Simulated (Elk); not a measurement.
A self-consistent single point of Mg2Zn (Cmcm, 6 atoms in the cell) with Elk.

Computed with LDA (PW92), all-electron FP-LAPW, Elk's shipped species files, APW+lo basis with extra local orbitals run with Elk.

```yaml
crystal:
  lattice:
    - [4.75342, -2.51125, 0.00000]
    - [4.75342, 2.51125, 0.00000]
    - [0.00000, 0.00000, 4.73874]
  atoms:
    - { symbol: Mg, position: [0.35113, 0.95921, 0.75000] }
    - { symbol: Mg, position: [0.64887, 0.04079, 0.25000] }
    - { symbol: Mg, position: [0.95921, 0.35113, 0.25000] }
    - { symbol: Mg, position: [0.04079, 0.64887, 0.75000] }
    - { symbol: Zn, position: [0.67546, 0.32454, 0.75000] }
    - { symbol: Zn, position: [0.32454, 0.67546, 0.25000] }
```

Reference input (self-consistent single point, DFT, PBEsol, all-electron FP-LAPW, Elk's shipped species files, APW+lo basis with extra local orbitals): xctype = 22; rgkmax = 8; stype = 0; swidth = 0.00999582 Ha; ngridk = 5 5 5; gmaxvr = 14 1/bohr; nxlo = 2; lorbcnd = true; lmaxi = 3. This run's input differs from it in these lines:

```diff
@@ -4,3 +4,3 @@
 xctype
-  22
+  3
```

Output (repeated stretches shortened):

```
│ Self-consistent loop started │
│ Loop number : 1 │
 total energy                :     -4376.92542977
│ Loop number : 2 │
 total energy                :     -4377.34604123
RMS change in Kohn-Sham potential (target) :   0.9032903202E-01 (  0.1000000000E-05)
Absolute change in total energy (target)   :   0.4206114595     (  0.1000000000E-03)
│ Loop number : 3 │
 total energy                :     -4381.19034079
RMS change in Kohn-Sham potential (target) :   0.5087032006E-01 (  0.1000000000E-05)
Absolute change in total energy (target)   :    3.949452427     (  0.1000000000E-03)
│ Loop number : 4 │
   [... lines left out ...]
Absolute change in total energy (target)   :   0.2276460714E-02 (  0.1000000000E-03)
│ Loop number : 13 │
 total energy                :     -4384.97809248
RMS change in Kohn-Sham potential (target) :   0.2564226109E-06 (  0.1000000000E-05)
Absolute change in total energy (target)   :   0.4616477590E-03 (  0.1000000000E-03)
│ Loop number : 14 │
 total energy                :     -4384.97805980
RMS change in Kohn-Sham potential (target) :   0.6463303589E-07 (  0.1000000000E-05)
Absolute change in total energy (target)   :   0.8272686227E-04 (  0.1000000000E-03)
Convergence targets achieved

│ Loop number : 15 │

Energies :
 Fermi                       :     0.167408049487
 total energy                :     -4384.97804728

Density of states at Fermi energy :    65.85637852
 (states/Hartree/unit cell)

Estimated indirect band gap :   0.1638023426E-02
 from k-point      3 to k-point     19
Estimated direct band gap   :   0.3637886983E-02
 at k-point      1

Charges :
 core                        :    32.00000000
 valence                     :    76.00000000
 interstitial                :    8.090947699
 muffin-tins (core leakage)
  species :    1 (Mg)
   atom    1                 :    10.51208208     (  0.1332267630E-14)
   atom    2                 :    10.51208208     (  0.1332267630E-14)
   atom    3                 :    10.51208208     (  0.1332267630E-14)
   atom    4                 :    10.51208208     (  0.1332267630E-14)
  species :    2 (Zn)
   atom    1                 :    28.93036199     (  0.8443942396E-04)
   atom    2                 :    28.93036199     (  0.8443942396E-04)
 total in muffin-tins        :    99.90905230
 total calculated charge     :    107.9592384
 total charge                :    108.0000000
 error                       :   0.4076156349E-01

│ Self-consistent loop stopped │
```

The run converged in 15 iterations. The count includes the last loop, which Elk runs after its targets are met. 

The starting cell comes from a database of computed structures (which also holds hypothetical and non-ambient phases and stackings), without a prior relaxation at this level. Values depend on the basis (sphere radii, cutoffs, local orbitals), which need not be converged. The log's line on a gap gives a spacing of levels on this mesh, which the program prints for metals too.

Cost on one core of a shared machine: roughly 2 min.
